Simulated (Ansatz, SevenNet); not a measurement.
## Equilibrium lattice constant a of MgO (model structure, started from the GeS type, Fm-3m, No. 225, 8 atoms in the cell) at several levels of theory

No measured value is used here.

```tsv
level (code)	value (Å)
SevenNet-l3i5	4.255
LDA (Ansatz)	4.160
PBE (Ansatz)	4.254
PBEsol (Ansatz)	[?]
PBE-D3(BJ) (Ansatz)	[?]
r²SCAN (Ansatz)	4.204
r²SCAN+rVV10 (Ansatz)	4.195
```

Problem. What belongs in the gaps?

Solution. 
- PBEsol (Ansatz, a first-principles code), value (Å): 4.215
- PBE-D3(BJ) (Ansatz), value (Å): 4.208

Cutoffs differ between the levels. Ansatz's density-functional and Hartree–Fock values are scalar-relativistic unless marked +SOC, with PAW data made under PBE.

Machine-learned potentials (SevenNet-l3i5) are trained on DFT data: a solid inside that data is no test of them.

A model structure was made by putting elements into a prototype or built by hand; here it ended with the formula and space group of a phase in our tables.
